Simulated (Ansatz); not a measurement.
## What pressure −2 GPa does to ZnSe

Start from ZnSe in the zinc blende structure (space group F-43m, No. 216; a = 5.665 Å).

Perturbation: hydrostatic tension (pressure −2 GPa).

Level of theory: r2SCAN (Ansatz, a first-principles code, PAW, no SOC). Settings: 10×10×10 k-points, 0.05 eV Fermi–Dirac smearing.

- Volume per atom = 23.49 Å³ (base 22.73 Å³)
- Density = 5.10 g/cm³ (base 5.27 g/cm³)
- Lattice parameter a = 5.728 Å (base 5.665 Å)
- Shortest interatomic distance = 2.480 Å (base 2.453 Å)
- Enthalpy H = E + PV relative to the base's energy = -0.29 eV/atom
- Band gap = 1.73 eV (base 1.87 eV)
- Gap character = direct at Γ (base direct at Γ)
- Mean gap deformation potential ΔEg/Δln V = -4.2 eV
- Width of the top valence band = 2.56 eV (base 2.71 eV)
- Electron mass = 0.12 mₑ (at Γ) (base 0.12 mₑ (at Γ))
- Hole mass (degenerate bands, along [100]) = 0.13, 0.63, 0.63 mₑ (at Γ) (base 0.13, 0.60, 0.60 mₑ (at Γ))
- Valley order (the lowest conduction-band minima on the path, energy above the VBM, named in the base's zone) = Γ 1.73 eV; L along ⟨111⟩ 2.99 eV; X along ⟨100⟩ 3.41 eV (base Γ 1.87 eV; L along ⟨111⟩ 3.05 eV; X along ⟨100⟩ 3.34 eV)

Load acts through the strain it causes; cell and atoms are relaxed under it. Masses are band curvatures over ±0.01 Å⁻¹ around the edge. Stability against distortions was not tested.
